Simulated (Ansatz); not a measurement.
## antifluorite Mg2Si (1 1 1) on zinc-blende GaSb (1 1 1) (film strained to the substrate, started from cuts of the bulks and a machine-learned relaxation; metallic at this level, with no gap by band count; slabs Ga4Sb4 and Mg6Si3, which can lie off the formulas)

A periodic stack without vacuum, antifluorite Mg2Si (1 1 1) on zinc-blende GaSb (1 1 1) (film strained to the substrate, started from cuts of the bulks and a machine-learned relaxation; metallic at this level, with no gap by band count; slabs Ga4Sb4 and Mg6Si3, which can lie off the formulas): substrate slab Ga4Sb4, film Mg6Si3, surface cells [[0, -1], [1, -1]] and [[1, 0], [0, 1]], film strained by -2.4 and -2.4 %, outermost planes Sb/Ga and Mg/Mg as cut, which need not be the usual terminations and can put a slab off its formula.

The start was prepared with a machine-learned potential, and the result is one local minimum, with the in-plane cell held and forces under 0.04 eV/Å; the film can end far from its bulk form.

Level of theory: PBE (plane waves to 420 eV, PAW; Ansatz, a first-principles code). Scalar-relativistic, without spin–orbit coupling; the runs are not spin-polarised. Its k-point mesh 6×6×1, Fermi–Dirac width 0.05 eV.

interface area: 16.7 Å²
period: 24.89 Å
heights between the nearest atoms of the two slabs at the two interfaces: 1.69 and 1.60 Å
Ga–Mg contacts across the interfaces within 1.22 times the sum of covalent radii: 3, mean 3.05 Å
Mg–Sb contacts across the interfaces within 1.22 times the sum of covalent radii: 3, mean 2.90 Å
Ga–Si contacts across the interfaces within 1.22 times the sum of covalent radii: 1, mean 2.68 Å
Sb–Si contacts across the interfaces within 1.22 times the sum of covalent radii: 1, mean 2.77 Å
two interfaces: unlike, so that offsets are their mean

```
Ga4Mg6Sb4Si3
1.0
    4.39315    -0.00074     0.00527
    2.19644     3.80467     0.04936
    0.03126    -0.94032    24.88095
Ga Sb Mg Si
4 4 6 3
Direct
  0.58316   0.68592   0.12815
  0.86173   0.11891   0.27437
  0.18208   0.47279   0.42017
  0.83911   0.15637   0.52495
  0.36677   0.07682   0.03971
  0.90729   0.03515   0.16629
  0.19157   0.45817   0.31066
  0.51122   0.81325   0.46821
  0.50017   0.83267   0.59268
  0.15939   0.51191   0.67116
  0.81936   0.18949   0.74559
  0.47830   0.86940   0.82034
  0.13940   0.54019   0.89551
  0.78438   0.24493   0.97559
  0.82963   0.17260   0.63260
  0.14910   0.52919   0.78339
  0.47083   0.87585   0.93201
```
